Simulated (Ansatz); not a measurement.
Consider BAs in the wurtzite structure (space group P6_3mc, No. 186; a cell from a computed database, its experimental status unchecked).

```
BAs
1.0
    3.35438     0.00000     0.00000
   -1.67719     2.90498     0.00000
    0.00000     0.00000     5.55380
B As
2 2
Direct
  0.33333   0.66667   0.37457
  0.66667   0.33333   0.87457
  0.33333   0.66667   0.00043
  0.66667   0.33333   0.50043
```

Cartesian axes are those of the cell as printed.

Computed with PBEsol (Ansatz, a quantum-chemistry and plane-wave program, PAW, spin-orbit coupling left out).

The change: the cell is stretched by 0.64 % along z with no lateral relaxation, atoms relaxed at fixed cell.

Task: Predict the stress tensor and what it implies for the stiffness.

Result: Stress of the strained cell less that of the base (GPa, compression positive):
```
  -0.16    0.00    0.00
   0.00   -0.16    0.00
   0.00    0.00   -2.36
```

Then −Δσ_ii/ε with ε = 0.0064 gives relaxed-ion elastic constants: C33 ≈ 369 GPa.

Stability against distortions was not tested. This is not the structure that BAs has at room temperature and ambient pressure.
